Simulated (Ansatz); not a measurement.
## Hypothetical diamond Ti under a change: biaxial strain −1.67 %, plane normal [001], relaxed out of plane

The reference is Ti in the diamond structure (space group Fd-3m, No. 227; a = 5.701 Å; a hypothetical phase, not in the database extracts checked; relaxed with 0.1 eV smearing). Axes: x, y, z lie along the cube axes.

It is then changed as follows: compressive biaxial strain of 1.67 % in the plane normal to [001], as in epitaxy on a mismatched substrate; the out-of-plane cell vector and the atoms relax.

The values are results of Ansatz (a first-principles code), PBE, PAW, cutoff 420 eV, no spin-orbit coupling, not measurements. Γ-centred 18×18×18 mesh, Fermi–Dirac width 0.1 eV.

The volume per atom grows by 7.20 Å³ to 30.36 Å³ and the space group goes from Fd-3m (No. 227) to I4_1/amd (No. 141). The shortest interatomic distance grows by 0.2996 Å, from 2.469 Å to 2.768 Å and the energy drops by 0.236 eV/atom. The pressure (mean of the normal stresses, compression positive) goes from zero to -8.9 GPa and the band gap stays zero. The out-of-plane strain is +35.60 % and the ratio −ε⊥/ε∥ is 21.32. The mean in-plane stress (compression positive) is -13.3 GPa.

Final structure (turned so that z lies along the plane normal):

```
CELL_PARAMETERS angstrom
      3.96373     0.00000     0.00000
      0.00000     3.96373     0.00000
      1.98186    -1.98186     3.86511
ATOMIC_POSITIONS crystal
  Ti 0.75000 0.75000 0.50000
  Ti 0.00000 0.00000 0.00000
```

Whether these cells are dynamically stable was not tested. The final runs are not spin-polarised. Under biaxial strain −1.67 %, plane normal [001], relaxed out of plane the cell ends below the base's energy or with stress of the wrong sign: the atoms slid into a distortion or the cell is elastically unstable, so the base is not a stable minimum at this level. Ti has a high density of states at the Fermi level and may be magnetic at this level.
